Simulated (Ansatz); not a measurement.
Functionals compared on the (20-23) surface of hcp Sc in its 1x1 cell, outermost plane spacing 0.18 Å in the ideal cut, in Ansatz (plane waves, PAW). The structure was relaxed with PBE; the other rows are single points on it, each with its references at the same level. Cutoff 420 eV (500 eV for r2SCAN).

Slab: 20 atoms, 10.1 Å thick at the start (thin: gaps and levels are the slab's own); k 11x3x1, smearing 0.1 eV, dipole-corrected; all atoms relaxed; held to the part of the start's symmetry that mesh and held atoms allow; no spin, no spin-orbit, no U. These notes are the PBE run's.

| functional | surface energy (J/m²) | work function of the top face (eV) | rough cost of the single point |
|---|---|---|---|
| PBE | 1.23 | 3.11 | – |
| LDA | 1.39 | 3.28 | around 3 core-minutes (rough) |
| PBEsol | 1.34 | 3.15 | roughly 3 core-minutes |
| RPBE | 1.13 | 3.00 | around 4 core-minutes (rough) |
| r2SCAN | (withheld) | (withheld) | roughly 8 core-minutes |

Q: What belongs in the gaps?

A: 
- r2SCAN, surface energy (J/m²): 1.30
- r2SCAN, work function of the top face (eV): 3.12

Ansatz is a program for electronic structure.
